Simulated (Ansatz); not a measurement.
## ScAl$_{3}$ under load (space group Cmmm): band-structure transport figures

Data:

```yaml
crystal:
  lattice:
    - [4.05392, -0.02673, 0.00000]
    - [-0.02673, 4.05392, 0.00000]
    - [0.00000, 0.00000, 4.08009]
  atoms:
    - { symbol: Sc, position: [0.00000, 0.00000, 0.00000] }
    - { symbol: Al, position: [0.50000, 0.00000, 0.50000] }
    - { symbol: Al, position: [0.00000, 0.50000, 0.50000] }
    - { symbol: Al, position: [0.50000, 0.50000, 0.00000] }
```

Computed with PBEsol, rigid bands (plane waves, PAW, scalar-relativistic; Ansatz, an electronic-structure program). Condition of this run: uniaxial stress along [110] of 2 GPa (compression positive) (the target of the relaxation). Geometry: cell and atoms relaxed with PBEsol, then loaded as said.

| Item | Result |
|---|---|
| density of states at the Fermi level | 1.24 states/(eV·cell), both spins |
| bare Sommerfeld coefficient | 0.73 mJ/(mol of atoms·K²) |
| Drude plasma energy | 5.8 eV |
| root-mean-square Fermi velocity | 8.3e5 m/s |
| resistivity times τ | 14.5 (x), 14.5 (y), 14.9 (z) ×10⁻²² Ω·m·s |

A metal at this level (no band gap); rigid bands, thermally averaged at 300 K, both spins. Spin-orbit coupling is left out. τ is one relaxation time for all states.

Computed structure with no diffraction record at hand here (it may be known, metastable or hypothetical): ScAl3 under load (space group Cmmm).
